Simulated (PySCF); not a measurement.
PySCF 2.14.0, PBE0/def2-svp: Hg(Cl)2 ([Cl][Hg][Cl]), 3 atoms. The geometry is a generated start, not checked to be a minimum at this level.

* **task**: energy and gradient
* **method**: pbe0
* **basis**: def2-svp
* **mol.max_memory**: 7000 MB
* **mf.init_guess**: minao (default)
* **mf.DIIS**: CDIIS (default)
* **mf.diis_space**: 8 (default)
* **mf.conv_tol**: 1e-09 (default)
* **mf.grids.level**: 3 (default)
* **effective core potentials**: those of the basis set, past Kr
* **basis functions (reference run)**: 68
* **grid points (reference run)**: 61504

```xyz
3

Hg     0.0212    -0.0163     0.0185
Cl     1.6384     0.4116    -1.5662
Cl    -1.6596    -0.3953     1.5477
```

The reference run uses exact four-centre integrals. Each setting ran once; only counts and results are compared.

Settings tried, all else as in the reference:
- density fitting of J alone, exact K
- density fitting
- density fitting, auxbasis = def2-universal-jfit
- density fitting, auxbasis = autoaux

Problem. Which settings reproduce the reference to 1.0 meV/atom in energy, 10 meV/Å in forces (largest component)?

Solution. Within it: density fitting; density fitting, auxbasis = autoaux; density fitting of J alone, exact K. Outside: density fitting, auxbasis = def2-universal-jfit.

```tsv
setting	energy against the reference	difference in forces (largest component)
density fitting	+0.060 meV/atom	0.022 meV/Å
density fitting, auxbasis = autoaux	+0.15 meV/atom	0.49 meV/Å
density fitting of J alone, exact K	−0.27 meV/atom	0.014 meV/Å
density fitting, auxbasis = def2-universal-jfit	+9800 meV/atom	400 meV/Å
```

Total energies are compared; such shifts often cancel in part in energy differences. def2-universal-jfit is made for Coulomb alone and misses functions that exchange needs. No test of the SCF solution's stability was run. Also tried and not ranked: density fitting, auxbasis = def2-universal-jkfit (same energy as a listed run); COSX exchange (sgx_fit, pjs) with fitted J, mf.with_df.grids_level_i = 1, mf.with_df.grids_level_f = 1 (gradient came out as NaN); COSX exchange (sgx_fit, pjs) with fitted J, mf.with_df.grids_level_i = 1, mf.with_df.grids_level_f = 2 (default) (gradient came out as NaN); COSX exchange (sgx_fit, pjs) with fitted J, mf.with_df.grids_level_i = 1, mf.with_df.grids_level_f = 3 (gradient came out as NaN); COSX exchange (sgx_fit, pjs) with fitted J, mf.with_df.grids_level_i = 1, mf.with_df.grids_level_f = 4 (gradient came out as NaN). The tolerance is a choice made for this comparison.
